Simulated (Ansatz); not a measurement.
Take SnTe in the rock salt structure (space group Fm-3m, No. 225; a = 6.3697 Å) as the base. Axes: x, y, z lie along the cube axes.

Level of theory: r2SCAN (Ansatz, a program for electronic structure, PAW, scalar-relativistic without spin-orbit coupling).

For the base:

The pressure is 0.0 GPa.

One thing is altered: compressive biaxial strain of 1.25 % in the plane normal to [111], as in epitaxy on a mismatched substrate; the out-of-plane cell vector and the atoms relax.

Problem. How does this affect the energy relative to the base and pressure?

Solution. The energy grows by 2.3 meV/atom; the pressure (mean of the normal stresses, compression positive) goes from zero to 0.6 GPa.

Stability against distortions was not tested. All final runs are without spin polarisation.
